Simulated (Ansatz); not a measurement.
For Ge (Fmmm, No. 69, 8 atoms in the cell; start mp-1079020; another form than the element's usual one), LDA (Ansatz, a first-principles code, plane waves, PAW) gives:

| Property | Value |
|---|---|
| bulk modulus B0 | 80.5 GPa |
| cohesive energy | 4.40 eV/atom |

Task: What does r²SCAN (Ansatz, PAW) give for the same quantities?

Result: 
- bulk modulus: 70.8 GPa (drops by 12 %)
- cohesive energy: 3.51 eV/atom (shrinks by 0.89 eV/atom)

Changes are worked out from the printed values.

Unless a cell is named, each level is at its own relaxed cell (LDA 17.96, r²SCAN 18.81 Å³/atom).

Caveats: the bulk modulus is −V dP/dV from two relaxed cells at ±2 % in volume (LDA, r²SCAN); the relaxation could not lower the start's symmetry, so the cell can be a saddle point above a distorted one (LDA, r²SCAN). Ansatz's density-functional and Hartree–Fock values are scalar-relativistic unless marked +SOC, with PAW data made under PBE.

A start named mp-… is a Materials Project structure, which need not be a measured phase.
